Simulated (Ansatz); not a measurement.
SiO2 (Ima2, No. 46, 12 atoms in the cell; start mp-555251; a measured phase of this formula has another space group), treated with r²SCAN in Ansatz (PAW).

Numerical settings: plane-wave cutoff 560 eV, 8×8×8 k mesh, Fermi–Dirac smearing 0.01 eV, scalar-relativistic PAW data made under PBE.

Cell (relaxed at this level):

```xyz
12
Lattice="-4.9185 4.2732 2.5517 4.9185 -4.2732 2.5517 4.9185 4.2732 -2.5517" Properties=species:S:1:pos:R:3 pbc="T T T"
Si     5.8237     1.2833    -0.0020
Si    -0.9052     2.9899     2.5497
Si     4.0134    -2.9899     2.5497
Si     0.9052     7.2630    -0.0020
O      5.4968     2.4501    -1.0698
O     -0.5782     1.8231     1.4819
O      4.3403    -1.8231     1.4819
O      5.4968     1.8231     1.4819
O      0.0000     0.0000     4.7874
O      0.0000     4.2732     2.2357
O     -2.4593     3.4140     2.4318
O      7.3778     0.8591    -0.1199
```

**Question.** Give the computed band gap.

**Answer.** 
- band gap: 6.45 eV (on the SCF k mesh)

Note: the relaxation could not lower the start's symmetry, so the cell can be a saddle point above a distorted one.

Computed values are for the static lattice.

A start named mp-… is a Materials Project structure, which need not be a measured phase.

Ansatz is a first-principles code.
